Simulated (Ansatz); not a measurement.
RbHgF3 (Pm-3m, No. 221, 5 atoms in the cell; start mp-7482), treated with PBEsol (PAW; Ansatz, a program for electronic structure).

Numerical settings: plane-wave cutoff 500 eV, 10×10×10 k mesh, Fermi–Dirac smearing 0.05 eV, scalar-relativistic PAW data made under PBE.

Cell (relaxed at this level):

```cif
data_F3HgRb
_chemical_formula_sum 'Rb1 Hg1 F3'
_space_group_name_H-M_alt 'P 1'
_space_group_IT_number 1
_cell_length_a 4.53389
_cell_length_b 4.53389
_cell_length_c 4.53389
_cell_angle_alpha 90.000
_cell_angle_beta 90.000
_cell_angle_gamma 90.000
loop_
_space_group_symop_operation_xyz
  'x, y, z'
loop_
_atom_site_label
_atom_site_type_symbol
_atom_site_fract_x
_atom_site_fract_y
_atom_site_fract_z
_atom_site_occupancy
Rb1 Rb 0.00000 0.00000 0.00000 1
Hg1 Hg 0.50000 0.50000 0.50000 1
F1 F 0.50000 0.00000 0.50000 1
F2 F 0.00000 0.50000 0.50000 1
F3 F 0.50000 0.50000 0.00000 1
```

Task: Estimate the band gap that the calculation returns.

Result: 
- band gap = 0.44 eV (on the SCF k mesh)

Note: the relaxation could not lower the start's symmetry, so the cell can be a saddle point above a distorted one.

Spin–orbit coupling is not included.

Computed values are for the static lattice.

Cost on a shared machine: around 40 core-seconds (rough).

A start named mp-… is a Materials Project structure, which need not be a measured phase.
